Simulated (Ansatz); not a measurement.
**Y: element substitutions**

Consider Y in the hcp (Mg type) structure (space group P6_3/mmc, No. 194; a = 3.5995 Å, c = 5.5872 Å).

Each row replaces one element on all its sites; cell and atoms are relaxed.

Levels (all Ansatz, an electronic-structure program, PAW, earlier PAW set): PBEsol (420 eV, scalar-relativistic without spin-orbit coupling); r2SCAN (500 eV, scalar-relativistic without spin-orbit coupling); PBEsol+SOC (420 eV, noncollinear with spin-orbit coupling).

Pressures by level, all at the geometries relaxed with PBEsol:

```tsv
case	PBEsol	r2SCAN	PBEsol+SOC
base	0.0 GPa	3.0 GPa	0.0 GPa
Y → Ta	0.0 GPa	4.3 GPa	-0.1 GPa
Y → Al	0.0 GPa	-1.6 GPa	0.0 GPa
```

Single points use the geometry relaxed with PBEsol. Their cutoffs differ, which shifts pressures a little. The spin-orbit shifts are approximate. Stability against distortions was not tested. For Ta and Al in this form, whether it has been made was not checked. The runs without spin-orbit coupling are not spin-polarised. This is not the structure that Ta has at room temperature and ambient pressure. This is not the structure that Al has at room temperature and ambient pressure.
